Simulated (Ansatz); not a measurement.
**A computed series for hypothetical diamond Pt: response to strain**

Base system: Pt in the diamond structure (space group Fd-3m, No. 227; a = 5.781 Å; a hypothetical phase, not in the database extracts checked; relaxed with 0.1 eV smearing). Axes: x, y, z lie along the cube axes.

Strains are applied to the cell and any free atomic positions relax.

The values are results of Kohn–Sham DFT with the PBE functional, run in Ansatz (a first-principles code) with PAW and 420 eV plane waves, scalar-relativistic without spin-orbit coupling, not measurements.

Notes on the quantities. energy relative to the base: free energy F.

| change | energy relative to the base | volume per atom |
|---|---|---|
| base | 0 meV/atom | 24.15 Å³ |
| isotropic strain −0.64 % | +3.2 meV/atom | 23.69 Å³ |
| isotropic strain +0.77 % | +4.4 meV/atom | 24.71 Å³ |
| isotropic strain +0.98 % | +7.1 meV/atom | 24.86 Å³ |
| isotropic strain +2.31 % | +37 meV/atom | 25.86 Å³ |
| tensor shear ε_yz = −0.58 % | 0.0 meV/atom | 24.15 Å³ |

Whether these cells are dynamically stable was not tested. The final runs are not spin-polarised. Pt lies near a magnetic instability that expansion can trigger; it was not tested. Pt has a high density of states at the Fermi level and may be magnetic at this level.
